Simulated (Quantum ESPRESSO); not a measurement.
Checking a run of Quantum ESPRESSO on Bi3Te2S (P-3m1, 12 atoms in the cell). The aim is a self-consistent single point with DFT, PBEsol, plane waves, SSSP 1.1.2 efficiency (PBE) pseudopotentials.

Cell that was meant: a = 4.3339 Å, b = 4.3339 Å, c = 24.3368 Å, α = 90.00°, β = 90.00°, γ = 120.00°.

Part of the input:

```fortran
    celldm(3) = 5.6154232813
    nat = 12
    ntyp = 3
    ecutwfc = 6
    ecutrho = 48
    occupations = 'smearing'
    smearing = 'fd'
    degauss = 0.0036749
```

Log, with long lists cut:

```
     G-vector sticks info
     --------------------
     sticks:   dense  smooth     PW     G-vecs:    dense   smooth      PW
   [... lines left out ...]
        k(    6) = (   0.1428571   0.4123930   0.0000000), wk =   0.4897959
        k(    7) = (   0.1428571   0.5773503   0.0000000), wk =   0.2448980
        k(    8) = (   0.2857143   0.4948717   0.0000000), wk =   0.2448980

     Dense  grid:    14915 G-vectors     FFT dimensions: (  20,  20, 108)

     Smooth grid:     5339 G-vectors     FFT dimensions: (  15,  15,  72)

     Initial potential from superposition of free atoms

     starting charge     119.9988, renormalised to     126.0000

     negative rho (up, down):  3.047E-01 0.000E+00
     Self-consistent Calculation

     iteration #  1     ecut=     6.00 Ry     beta= 0.70

     negative rho (up, down):  8.606E-02 0.000E+00

     total energy              =    -758.92784601 Ry
     estimated scf accuracy    <     509.25182358 Ry

     iteration #  2     ecut=     6.00 Ry     beta= 0.70

     negative rho (up, down):  2.769E-02 0.000E+00

     total energy              =   -1154.35085943 Ry
     estimated scf accuracy    <   11274.55536428 Ry

     iteration #  3     ecut=     6.00 Ry     beta= 0.70

     negative rho (up, down):  5.568E-02 0.000E+00

     total energy              =   -1157.69192204 Ry
     estimated scf accuracy    <    2884.43959696 Ry

   [... 19 blocks of this kind left out ...]

     iteration # 23     ecut=     6.00 Ry     beta= 0.70

     negative rho (up, down):  1.695E-02 0.000E+00

     total energy              =   -1170.32851197 Ry
     estimated scf accuracy    <          2.9E-09 Ry

     iteration # 24     ecut=     6.00 Ry     beta= 0.70

     negative rho (up, down):  1.695E-02 0.000E+00
     End of self-consistent calculation

     the Fermi energy is     6.5572 ev

!    total energy              =   -1170.32851197 Ry
     estimated scf accuracy    <          1.3E-10 Ry
     smearing contrib. (-TS)   =      -0.00424106 Ry
     internal energy E=F+TS    =   -1170.32427091 Ry

     convergence has been achieved in  24 iterations

     negative rho (up, down):  1.695E-02 0.000E+00

     Forces acting on atoms (cartesian axes, Ry/au):

     atom    1 type  1   force =     0.00000000    0.00000000    0.02822566
     atom    2 type  1   force =    -0.00000000   -0.00000000   -0.02822566
     atom    3 type  1   force =     0.00000000    0.00000000   -0.04140258
     atom    4 type  1   force =     0.00000000   -0.00000000    0.04140258
   [... lines left out ...]
     Total force =     0.411842     Total SCF correction =     0.000042
   [... lines left out ...]

     negative rho (up, down):  1.695E-02 0.000E+00
          total   stress  (Ry/bohr**3)                   (kbar)     P=   -11728.14
  -0.07970233   0.00000000   0.00000000       -11724.62        0.00        0.00
   0.00000000  -0.07970233   0.00000000            0.00   -11724.62        0.00
   0.00000000   0.00000000  -0.07977417            0.00        0.00   -11735.19

   JOB DONE.
```

Q: Is anything amiss in this input, and did it matter?

A: The run is not sound. The fault is a basis or grid far too coarse for these potentials. The error of an incomplete plane-wave basis or grid does not cancel at such settings. To fix it, restore the cutoff that the potentials need and check convergence. The run converged in 24 iterations without an error; against the sound input the free energy goes up by 104 eV/atom, the pressure goes from -1.37 to -1173 GPa and the largest force goes from 0.088 to 6.594 eV/Å.

An input that runs soundly differs in these lines (not the only fix; some lines may just follow from the change or write a value another way):
```diff
-    ecutwfc = 6
-    ecutrho = 48
+    ecutwfc = 40
+    ecutrho = 320
```

With that input, the run converged in 25 iterations: free energy E − TS -17176.5492 eV; Fermi level (on the code's own zero) 7.78 eV; pressure -1.37 GPa; largest force (vector length) 0.088 eV/Å (DFT, PBEsol, plane waves, SSSP 1.1.2 efficiency (PBE) pseudopotentials).

On the sound input: the starting cell comes from a database of computed structures (which also holds hypothetical and non-ambient phases and stackings), without a prior relaxation at this level. Its lattice was rescaled by a random factor within 2.5 % of one. The run gives no clean gap (levels at the Fermi energy touch, overlap or are partly filled at this smearing), which alone does not show that the compound is a metal.
